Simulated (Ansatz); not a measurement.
# Effect of uniaxial strain ε_zz = −3.00 % on PbO2

Consider PbO2 in the rutile structure (space group P4_2/mnm, No. 136; a = 4.998 Å, c = 3.411 Å). Axes: x, y, z lie along a, b, c of the conventional cell.

One thing is altered: uniaxial strain ε_zz = −3.00 %, all other strain components held at zero; the atoms relax in the strained cell.

Method: PBEsol (Ansatz, a quantum-chemistry and plane-wave program), spin-orbit coupling left out. Settings: 7×7×10 k-points, 0.05 eV Fermi–Dirac smearing.

```json
[
 {"quantity": "space group", "base": "P4_2/mnm (No. 136)", "changed": "P4_2/mnm (No. 136)", "shift": "–"},
 {"quantity": "shortest interatomic distance", "base": "2.174 Å", "changed": "2.148 Å", "shift": "-0.0269 Å"},
 {"quantity": "energy relative to the base (free energy F)", "base": "0 meV/atom", "changed": "+11 meV/atom", "shift": "+11 meV/atom"},
 {"quantity": "pressure (mean of the normal stresses, compression positive)", "base": "0.0 GPa", "changed": "5.5 GPa", "shift": "+5.5 GPa"},
 {"quantity": "band gap", "base": "zero", "changed": "zero", "shift": "–"},
 {"quantity": "stress (xx, yy, zz, yz, xz, xy; compression positive) (rough)", "base": "–", "changed": "(3.8, 3.8, 8.8, 0.0, 0.0, 0.0) GPa", "shift": "–"}
]
```

Final structure:

```yaml
crystal:
  lattice:
    - [4.99830, 0.00000, 0.00000]
    - [0.00000, 4.99830, 0.00000]
    - [0.00000, 0.00000, 3.30915]
  atoms:
    - { symbol: Pb, position: [0.00000, 0.00000, 0.00000] }
    - { symbol: Pb, position: [0.50000, 0.50000, 0.50000] }
    - { symbol: O, position: [0.30631, 0.30631, 0.00000] }
    - { symbol: O, position: [0.80631, 0.19369, 0.50000] }
    - { symbol: O, position: [0.19369, 0.80631, 0.50000] }
    - { symbol: O, position: [0.69369, 0.69369, 0.00000] }
```

Cost of the whole job for the changed cell (relaxation, final SCF and bands): around 30 core-seconds (rough).

The mesh was chosen for an insulator and is coarse for the gapless case. Without a gap, meshes like the base's 7×7×10 leave anisotropic stresses uncertain by several tenths of a GPa, and small strain energies with them. With Pb present, leaving out spin-orbit coupling can change the band edges. No phonon test of stability was made. All final runs are without spin polarisation. Gaps under 0.05 eV, about the width of the smearing, are given as zero. A zero or small gap of PbO2 can be the functional's error rather than a property of the material.
